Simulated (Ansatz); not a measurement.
# Input and output of a self-consistent single point for a sheet of SiGe (2 atoms in the cell) (Ansatz)

Level of theory: LDA (PW92), default PAW files made with PBE (plane waves; Ansatz, a first-principles code).

Input as run:

Ansatz 0.2 input:
```yaml
crystal:
  lattice:
    - [4.220421, 0.000000, 0.000000]
    - [-2.110210, 3.654992, 0.000000]
    - [0.000000, 0.000000, 14.000000]
  atoms:
    - { symbol: Ge, position: [0.666667, 0.333333, 0.500000] }
    - { symbol: Si, position: [0.333333, 0.666667, 0.500000] }
basis:
  ecutwfc: 30.9 Ry
kpoints:
  mp_grid: { grid: [7, 7, 1] }
hamiltonian:
  xc: lda
  pseudopotentials: { kind: paw }
scf:
  occupations: { method: cold, width: 0.01 Ry }
output:
  forces: true
  eigenvalues: true
  stress: true
```

The program printed (abridged):

```
WARN the atoms were moved onto the symmetric positions of the space group found under crystal.symmetry.tolerance 1.0e-5 (fractional …
WARN ansatz: RAYON_NUM_THREADS=1 ignored (pool sized by the plan → 1); use --threads N
Pseudopotentials: kind: paw
Pseudopotential: Ge, paw, valence charge 14
Pseudopotential: Si, paw, valence charge 4
Crystal: 2 atoms, lattice volume = 215.958 Å³
Basis set: ecut = 420.4159175005146 eV, 4217 PW (Γ)
Bands: 13, of which v1, the nominal top of the filled ones, is band 9 counted from 1 (8 counted from 0)
Symmetry: 12 space group operations
Space group: P-6m2 (ITA 187), of the structure as read, at distance tolerance 6.0e-5 Å
k-points: 8 of 49 (time reversal used)
PAW frozen core: Ge, regenerated for the run's functional, and the local potential with it
PAW frozen core: Si, regenerated for the run's functional, and the local potential with it
Initial density: superposition of atomic densities (neutral atoms: chi_scale 0, normalization atom), corrected by the library's trained network
Initial wavefunctions: pseudopotential atomic-orbital guess
Eigensolver: davidson
Functional: x = slater, c = lda
SCF iter   1: F=—  HF=-4822.463719 eV  |F-HF|=—  |Δ(HF+E_count)|=         —  Δρ=1.82e-3  dr2=9.98e-3  ethr=1.77e-3  ⟨swp⟩=6.1  Hψ=670  notcnv=0
all-band conjugate gradients solve this SCF's bands
preconditioner: auto → LDOS
SCF iter   2: F=—  HF=-4822.470186 eV  |F-HF|=—  |Δ(HF+E_count)|=   6.47e-3  S|Δr|=    0.00e0  Δρ=4.69e-4  dr2=5.39e-4  ethr=5.54e-5  ⟨swp⟩=2.1  Hψ=233  notcnv=0
SCF iter   3: F=—  HF=-4822.470309 eV  |F-HF|=—  |Δ(HF+E_count)|=   1.22e-4  S|Δr|=    0.00e0  Δρ=1.33e-4  dr2=8.84e-5  ethr=2.99e-6  ⟨swp⟩=2.8  Hψ=185  notcnv=0
SCF iter   4: F=—  HF=-4822.470280 eV  |F-HF|=—  |Δ(HF+E_count)|=   2.88e-5  S|Δr|=    0.00e0  Δρ=1.38e-4  dr2=4.38e-5  ethr=4.91e-7  ⟨swp⟩=2.0  Hψ=177  notcnv=0
SCF iter   5: F=—  HF=-4822.470253 eV  |F-HF|=—  |Δ(HF+E_count)|=   2.72e-5  S|Δr|=    0.00e0  Δρ=2.75e-5  dr2=1.39e-6  ethr=2.44e-7  ⟨swp⟩=2.0  Hψ=173  notcnv=0
SCF iter   6: F=-4822.470253 eV  HF=-4822.470253 eV  |F-HF|=4.78e-8  |Δ(HF+E_count)|=   1.94e-7  S|Δr|=    0.00e0  Δρ=3.67e-6  dr2=3.11e-8  ethr=5.56e-10  ⟨swp⟩=5.9  Hψ=618  notcnv=0
SCF 1 converged in 6 iterations: F = -4822.470253 eV  dr2 = 3.11e-8
SCF converged after 6 iterations
Stability not checked (fill_not_monotonic)
Free energy (F): -4822.470253 eV
Harris-Foulkes:  -4822.470253 eV  (|F-HF|=4.78e-8)
Internal energy: -4822.472472 eV  (E = F + TS)
E sigma→0 (E₀):  -4822.470993 eV
Entropy (-TS):   0.002219 eV (1.110 meV/atom)
Fermi energy:    -2.696810 eV
--- Per-component energies (eV) ---
  E_band       = -333.790251
  E_kinetic    = 146.153829
  E_local      = -6025.950178  (includes V_loc(G=0)·N_el)
  E_nonlocal   = 446.862006
  E_hartree    = 2762.377976
  E_xc         = -126.094970
  E_vxc        = -107.174616  (∫ρ·V_xc dr)
  E_paw        = -2426.396024  (= ΣΔE_a)
  E_vpaw       = -318.439143  (= ΣTr[D̂ρ^β])
  E_aug_tail   = 0.000276  (compensation charges beyond the density's cutoff)
  E_ewald      = 398.581956
  E_core_change = 1.992657  (= ΣΔE_core)
  E_smearing   = 0.002219  (= −TS)
  E_closure    = 0.000000  (closes the sum)
  Σ components = -4822.470253   (vs F -4822.470253, Δ=0.00e0)
--- Forces (eV/Å), atoms counted from 1 ---
  atom   1  Ge    -0.00000000     0.00000000     0.00000000
  atom   2  Si     0.00000000    -0.00000000     0.00000000
  max |Σ_I F_I| component: 3.70e-17 eV/Å
--- Stress (GPa, compression-positive) ---
       -3.579539       0.000000       0.000000
        0.000000      -3.579539       0.000000
        0.000000       0.000000       0.000137
  P = ⅓ Tr σ = -2.3863 GPa (-23.863 kbar)
  The stress holds the Pulay correction. Without it, at fixed plane waves, as pw.x and ABINIT print it: P = -2.3923 GPa
--- Band table (eV; the first three rows and the last of 8) ---
  k-point 0: bands = ["-27.4106", "-27.4106", "-27.4017", "-27.3823", "-27.3823", "-13.4119", "-4.8553", "-4.0920", "-4.0920", "-3.8357", "0.2313", "0.2313", "1.0161"]
  k-point 1: bands = ["-27.4108", "-27.4097", "-27.4010", "-27.3825", "-27.3824", "-13.2203", "-6.1122", "-4.6593", "-4.3953", "-2.1473", "0.3009", "0.9421", "1.2595"]
  k-point 2: bands = ["-27.4113", "-27.4079", "-27.3994", "-27.3831", "-27.3825", "-12.6673", "-8.0637", "-4.9095", "-4.0920", "-1.9179", "0.1435", "1.8013", "2.0452"]
  k-point 7: bands = ["-27.4102", "-27.4072", "-27.3980", "-27.3834", "-27.3830", "-11.4424", "-9.9635", "-6.4647", "-2.7645", "-1.6854", "0.9564", "1.7586", "2.3461"]
```

The run converged in 6 iterations.

The starting cell was generated: these elements placed on a structure prototype, without a prior relaxation; it need not be a known phase or ordering of this composition.
